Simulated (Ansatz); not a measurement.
**BeS: energy against volume**

BeS (zinc blende, F-43m, 14.425 Å³/atom and stress up to 0.01 GPa in the relaxed cell, cube axes along x, y and z) under hydrostatic pressure, with the cell free. r2SCAN in Ansatz, a plane-wave DFT program (PAW, default set), 500 eV, 12×12×12 Γ-centred mesh, Fermi-Dirac smearing 0.05 eV; ions are relaxed, or left where forces stay under 0.02 eV/Å, within the symmetry of each cell.

Here V stands for volume and E for E less E0.

| volume (Å³/atom) | E less E0 (meV/atom) | pressure (GPa) |
|---|---|---|
| 14.7352 | 1.96 | -1.99 |
| 14.5757 | 0.47 | -0.99 |
| 14.4254 | 0.00 | 0.00 |
| 14.2941 | 0.37 | 0.90 |
| 14.1283 | 1.92 | 2.11 |
| 13.8234 | 8.17 | 4.50 |
| 13.3223 | ? | ? |

Fit E of the 6 rows that show it with the third-order Birch-Murnaghan form, a cubic in V^(-2/3). With u = V^(-2/3) - 0.1695, the rows have u = -0.0031220, -0.0019104, -0.0007483, 0.0002835, 0.0016092, 0.0041161. Least squares gives E = 0.194 + 517.1·u + 346100·u² - 228944·u³. Residuals (row less fit): 0.000, -0.001, -0.001, 0.002, -0.001, 0.000; standard error 0.002 (degrees of freedom: 2). Its minimum lies at u = -0.0007465, so V0 = (0.1687535)^(-3/2) = 14.43. There d²E/du² = 693200 and d³E/du³ = -1374000, so B0 = (4/9) × 14.43^(-7/3) × 693200 × 0.160218 = 97.5 GPa (the last factor turns the table's units into GPa), and B0' = 4 + (2/3) × 0.1687535 × (-1374000)/693200 = 3.8. B0' rests on the cubic coefficient alone and has a standard error of 0.1 from these residuals.

Problem. What does the fit predict for E at V = 13.3223, and how far is the calculated value from it?

Solution. u = 0.0084428, so E = 0.194 + 517.1 × 0.0084428 + 346100 × 0.0084428² - 228944 × 0.0084428³ = 29.092 meV/atom. The calculation gives 29.08 meV/atom, 0.012 meV/atom below the prediction (0.0 % of the range of E in the table). The row lies outside the fitted rows, so this is an extrapolation. The scatter of the fitted rows lies at the last printed digit.

Other structures, which can take over under pressure, weren't tried. The same form fitted to the pressure column gives B0' = 3.8; series where the two differ by over 0.4 aren't shown. Rows are the converged runs of the series near zero and its far end, less any whose ions stayed unrelaxed beside relaxed ones; series whose fitted rows scatter by over a few per cent of the range, as at a crossing or softening among them, aren't shown in this form.
